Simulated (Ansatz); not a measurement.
PBE against r2SCAN: GaP, P → N

The parent structure is GaP in the zinc blende structure (space group F-43m, No. 216; a = 5.506 Å).

(Cell as relaxed with PBE.)

Levels (all Ansatz, a quantum-chemistry and plane-wave program, PAW): PBE (420 eV, no SOC); r2SCAN (500 eV, no SOC).

Each level relaxes its own structure.

```
base                      PBE    r2SCAN
-------------------  --------  --------
volume per atom      20.87 Å³  20.25 Å³
lattice parameter a   5.506 Å   5.451 Å
band gap              1.58 eV   1.85 eV
```

Perturbation: every P is replaced by N; the structure is relaxed again.

```json
[
 {"quantity": "lattice parameter a", "PBE": "4.548 Å", "r2SCAN": "[?]"},
 {"quantity": "band gap", "PBE": "1.54 eV", "r2SCAN": "[?]"},
 {"quantity": "shift of the gap caused by the change", "PBE": "-0.04 eV", "r2SCAN": "[?]"}
]
```

Question: Predict the r2SCAN column.

Answer: 
- lattice parameter a, r2SCAN: 4.498 Å
- band gap, r2SCAN: 2.17 eV
- shift of the gap caused by the change, r2SCAN: +0.32 eV

PBE's lattice parameter a lies 0.0506 Å above r2SCAN's (1.1 %); PBE's band gap lies 0.63 eV below r2SCAN's; PBE's shift of the gap caused by the change lies 0.36 eV below r2SCAN's. Neither level is exact; r2SCAN is the comparison here, not a measurement.

Whether these cells are dynamically stable was not tested. This is not the structure that GaN has at room temperature and ambient pressure.
